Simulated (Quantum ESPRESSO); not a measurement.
## Parameter sweep on Al10Si2O19 (Pm, 31 atoms in the cell)

```
Al10Si2O19
1.0
    7.55596     0.00000     0.00000
    0.00000     2.93896     0.00000
   -0.19525     0.00000    15.97370
Al Si O
10 2 19
Direct
  0.96366   0.00000   0.99535
  0.23962   0.50000   0.11404
  0.34152   0.50000   0.41508
  0.64403   0.50000   0.09536
  0.83172   0.50000   0.83060
  0.64440   0.50000   0.57769
  0.73534   0.50000   0.39653
  0.48842   0.00000   0.25598
  0.00914   0.00000   0.51012
  0.49421   0.00000   0.74177
  0.33370   0.50000   0.93693
  0.12959   0.50000   0.68146
  0.86075   0.00000   0.41364
  0.85102   0.00000   0.89025
  0.97890   0.50000   0.74875
  0.35878   0.50000   0.20586
  0.32835   0.50000   0.72536
  0.42868   0.50000   0.03147
  0.62025   0.50000   0.30153
  0.55306   0.50000   0.47367
  0.61769   0.50000   0.78429
  0.15582   0.50000   0.48163
  0.83283   0.50000   0.03237
  0.12201   0.50000   0.95184
  0.87343   0.50000   0.55724
  0.12158   0.00000   0.09138
  0.12954   0.00000   0.62794
  0.34199   0.00000   0.35479
  0.63159   0.00000   0.15254
  0.38464   0.00000   0.89030
  0.58014   0.00000   0.63307
```

Base run A: LDA (PZ), GBRV 1.5 ultrasoft (LDA) pseudopotentials run with Quantum ESPRESSO 7.5, self-consistent single point.

Its settings: ecutwfc = 40 Ry; ecutrho = 200 Ry; occupations = smearing; smearing = gaussian; degauss = 0.00147 Ry; potentials = {Al: al_lda_v1.uspp.F.UPF, Si: si_lda_v1.uspp.F.UPF, O: o_lda_v1.2.uspp.F.UPF}; K_POINTS = automatic 3 8 1 1 1 1; conv_thr = 1e-09 Ry.

The starting cell comes from a database of computed structures (which also holds hypothetical and non-ambient phases and stackings), without a prior relaxation at this level. In the base run, with a pressure of about -7 GPa the cell is away from its equilibrium volume at this level. Another mesh or the band path of this cell gives a smaller gap, so this value is not converged in the mesh.

Total energies depend on the potentials, the functional and any Hubbard or dispersion term, so they are compared only between runs that share all of them.

| run | change | pressure (GPa) | largest force (eV/Å) | gap on the mesh (eV) |
|---|---|---|---|---|
| A | base | -7.31 | 0.407 | 3.979 |
| B | pseudopotentials: {Al: al_lda_v1.uspp.F.UPF, Si: si_lda_v1.uspp.F.UPF, O: o_lda_v1.2.uspp.F.UPF} → {Al: al_pbesol_v1.uspp.F.UPF, Si: si_pbesol_v1.uspp.F.UPF, O: o_pbesol_v1.2.uspp.F.UPF} [PBEsol] | -2.85 | 0.178 | 4.033 |
| C | pseudopotentials: {Al: al_lda_v1.uspp.F.UPF, Si: si_lda_v1.uspp.F.UPF, O: o_lda_v1.2.uspp.F.UPF} → {Al: al_pbe_v1.uspp.F.UPF, Si: si_pbe_v1.uspp.F.UPF, O: o_pbe_v1.2.uspp.F.UPF}; input_dft: default → blyp [BLYP] | 3.96 | 0.229 | 4.201 |
| D | pseudopotentials: {Al: al_lda_v1.uspp.F.UPF, Si: si_lda_v1.uspp.F.UPF, O: o_lda_v1.2.uspp.F.UPF} → {Al: al_pbe_v1.uspp.F.UPF, Si: si_pbe_v1.uspp.F.UPF, O: o_pbe_v1.2.uspp.F.UPF}; input_dft: default → wc [Wu-Cohen GGA] | -2.28 | 0.215 | 4.022 |
| E | pseudopotentials: {Al: al_lda_v1.uspp.F.UPF, Si: si_lda_v1.uspp.F.UPF, O: o_lda_v1.2.uspp.F.UPF} → {Al: al_pbe_v1.uspp.F.UPF, Si: si_pbe_v1.uspp.F.UPF, O: o_pbe_v1.2.uspp.F.UPF}; input_dft: default → vdw-df2 [vdW-DF2] | 5.30 | 0.376 | 4.139 |
| F | pseudopotentials: {Al: al_lda_v1.uspp.F.UPF, Si: si_lda_v1.uspp.F.UPF, O: o_lda_v1.2.uspp.F.UPF} → {Al: al_pbe_v1.uspp.F.UPF, Si: si_pbe_v1.uspp.F.UPF, O: o_pbe_v1.2.uspp.F.UPF}; input_dft: default → vdw-df-cx [vdW-DF-cx] | -1.61 | 0.205 | 4.106 |
| G | pseudopotentials: {Al: al_lda_v1.uspp.F.UPF, Si: si_lda_v1.uspp.F.UPF, O: o_lda_v1.2.uspp.F.UPF} → {Al: al_pbe_v1.uspp.F.UPF, Si: si_pbe_v1.uspp.F.UPF, O: o_pbe_v1.2.uspp.F.UPF}; input_dft: default → rvv10 [rVV10] | 1.99 | 0.261 | 3.980 |

Run B against A: The pressure goes from -7.31 to -2.85 GPa, the largest force goes from 0.407 to 0.178 eV/Å and the gap on the mesh goes from 3.979 to 4.033 eV.

Run D against A: The pressure goes from -7.31 to -2.28 GPa, the largest force goes from 0.407 to 0.215 eV/Å and the gap on the mesh goes from 3.979 to 4.022 eV.

Left out of this page: 3 runs of the series held back from this collection.
